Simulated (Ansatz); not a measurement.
System: fluorite PtAl2. Method: PBEsol-D3(BJ) in Ansatz (PAW).

Numerical settings: plane-wave cutoff 520 eV, 16×16×16 k mesh, Fermi–Dirac smearing 0.05 eV, scalar-relativistic PAW data made under PBE.

Computed points:

```csv
V (Å³/atom),E − E_lowest (meV/atom),P (GPa)
15.626,30.90,10.49
15.959,13.23,6.61
16.291,3.19,3.13
16.624,0.00,0.00
16.956,2.96,-2.81
17.289,11.45,-5.33
17.621,24.90,-7.59
```

Fit the third-order Birch–Murnaghan equation and give B0 and B′.

V0 = 16.624 Å³/atom, B0 = 148 GPa, B′ = 4.4 (fit to the energies at full precision).

Spin–orbit coupling is not included.

The computed numbers hold no vibrational or temperature effects.

Ansatz is a program for electronic structure.
